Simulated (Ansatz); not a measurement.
The structure below was relaxed with PBEsol (Ansatz, a quantum-chemistry and plane-wave program), no spin-orbit coupling, earlier PAW set, at pressure 5 GPa.

Space group Pnnm (No. 58); a = 4.324 Å, b = 5.289 Å, c = 3.316 Å, α = 90.00°, β = 90.00°, γ = 90.00°

```json
[
 {"atom": "Fe", "site": "2a", "symmetry": "..2/m", "x": "0.0000", "y": "0.0000", "z": "0.0000"},
 {"atom": "S", "site": "4g", "symmetry": "..m", "x": "0.2064", "y": "0.6255", "z": "0.0000"}
]
```

### Question
Write out a cell with all atoms.

### Answer
```
FeS2
1.0
    4.32352     0.00000     0.00000
    0.00000     5.28895     0.00000
    0.00000     0.00000     3.31550
Fe S
2 4
Direct
  0.50000   0.50000   0.50000
  0.00000   0.00000   0.00000
  0.70640   0.87448   0.50000
  0.20640   0.62552   0.00000
  0.79360   0.37448   0.00000
  0.29360   0.12552   0.50000
```
This is the conventional cell.

Load acts through the strain it causes; cell and atoms are relaxed under it. No phonon test of stability was made. No other phases were tried under pressure. The final runs are not spin-polarised. The cell was made from FeS2 (space group Pnnm, No. 58; non-magnetic) by this change: pressure 5 GPa.
